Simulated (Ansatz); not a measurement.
System: 1T (CdI2-type) MgI₂. Method: LDA (Ansatz, an electronic-structure program, PAW).

Input file:

Ansatz 0.2 input:
```yaml
crystal:
  lattice:
    - [2.0101469523, -3.4816766521, 0.0]
    - [2.0101469523, 3.4816766521, 0.0]
    - [0.0, 0.0, 6.6032010662]
  atoms:
    - { symbol: Mg, position: [0.0, 0.0, 0.0] }
    - { symbol: I, position: [0.3333333333, 0.6666666667, 0.2476160732] }
    - { symbol: I, position: [0.6666666667, 0.3333333333, 0.7523839268] }
basis:
  ecutwfc: 520
  ecutrho_ratio: 4
  xc_grid: 2
kpoints:
  mp_grid: { grid: [12, 12, 6] }
hamiltonian:
  xc: lda
  dispersion: none
  pseudopotentials: { kind: paw }
scf:
  occupations: { method: fermi_dirac, width: 0.01 }
output:
  forces: true
  stress: true
  eigenvalues: true
relax:
  f_tol: 0.004
  escape_saddle: false
  max_steps: 80
  cell: { stress_tol: 0.02, fix: [volume] }
```

From the output:

```
Relaxation: its limit of steps is 80 (relax.max_steps)
Crystal: 3 atoms, lattice volume = 92.427 Å³
Basis set: ecut = 520 eV, 2539 PW (Γ), exchange–correlation on 60×60×100 points (8 copies of the dense FFT grid, shifted against one another)
Bands: 27, of which v1, the nominal top of the filled ones, is band 22 counted from 1 (21 counted from 0)
Symmetry: 12 space group operations
Space group: P-3m1 (ITA 164), of the structure as read, at distance tolerance 4.5e-5 Å
k-points: 100 of 864
Functional: x = slater, c = lda
SCF iter   1: F=—  HF=-16616.528771 eV  |F-HF|=—  |Δ(HF+E_count)|=         —  Δρ=5.05e-3  dr2=7.43e-3
SCF iter   2: F=—  HF=-16616.524276 eV  |F-HF|=—  |Δ(HF+E_count)|=   4.49e-3  Δρ=2.37e-3  dr2=2.10e-3
  ...
SCF 1 converged in 6 iterations: F = -16616.523897 eV  dr2 = 6.19e-8
Crystal: 3 atoms, lattice volume = 92.427 Å³
Initial density: handed on by an earlier stage of this run
SCF 2 converged in 5 iterations: F = -16616.523871 eV  dr2 = 2.42e-7
Crystal: 3 atoms, lattice volume = 92.427 Å³
SCF 3 converged in 9 iterations: F = -16616.531942 eV  dr2 = 6.16e-13
Crystal: 3 atoms, lattice volume = 92.427 Å³
SCF 4 converged in 4 iterations: F = -16616.532167 eV  dr2 = 6.16e-9
Crystal: 3 atoms, lattice volume = 92.427 Å³
SCF 5 converged in 4 iterations: F = -16616.532183 eV  dr2 = 1.40e-9
Crystal: 3 atoms, lattice volume = 92.427 Å³
Basis set: ecut = 520 eV, 2539 PW (Γ), exchange–correlation on 64×64×100 points (8 copies of the dense FFT grid, shifted against one another)
SCF iter   4: F=—  HF=-16616.532185 eV  |F-HF|=—  |Δ(HF+E_count)|=   1.10e-9  Δρ=3.65e-7  dr2=1.15e-10
SCF iter   5: F=-16616.532185 eV  HF=-16616.532185 eV  |F-HF|=3.64e-12  |Δ(HF+E_count)|=  6.55e-11  Δρ=6.89e-8  dr2=4.06e-12
SCF 6 converged in 5 iterations: F = -16616.532185 eV  dr2 = 4.06e-12
SCF converged after 5 iterations
Free energy (F): -16616.532185 eV
Internal energy: -16616.532185 eV  (E = F + TS)
E sigma→0 (E₀):  -16616.532185 eV
Fermi energy:    7.705116 eV
--- Forces (eV/Å), atoms counted from 1 ---
  atom   1  Mg     0.00000000     0.00000000     0.00000000
  atom   2  I     -0.00000000     0.00000000    -0.00067868
  atom   3  I     -0.00000000    -0.00000000     0.00067868
--- Stress (GPa, compression-positive) ---
        0.875843       0.000000       0.000000
       -0.000000       0.875843      -0.000000
        0.000000      -0.000000       0.872482
  P = ⅓ Tr σ = 0.8747 GPa (8.747 kbar)
```

The cell is one volume of an energy–volume scan, off the minimum.

The PAW data were made under PBE.

Note: LDA has no dispersion term either, though it tends to give short spacings of layers, chains or molecules. Note: the cell has widely spaced layers and the level no dispersion term, so their spacing and the moduli can rest on weak binding.

Cost on a shared machine: roughly 90 core-seconds.
